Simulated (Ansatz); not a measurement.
# BaLiF3: element substitutions

Start from BaLiF₃ in the cubic perovskite structure (space group Pm-3m, No. 221; a = 3.958 Å; a cell from a computed database, its experimental status unchecked).

Each row replaces one element on all its sites; cell and atoms are relaxed.

The values are results of PBEsol (Ansatz, a first-principles code, PAW, no spin-orbit coupling), not measurements.

```tsv
variant	band gap	lattice parameter a
base	6.62 eV	395.8 pm
Ba → Be	1.74 eV	349.0 pm
F → Br	3.35 eV	508.9 pm
F → O	zero	397.7 pm
```

Other magnetic orders, which the real material may have, were not ruled out. Stability against distortions was not tested. As relaxed here, LiBeF3 and BaLiBr3 are hypothetical phases, not in the database extracts checked. For BaLiO3 in this form, whether it has been made was not checked. Many cubic perovskites are stable only at high temperature; tilts and polar distortions were not tested.
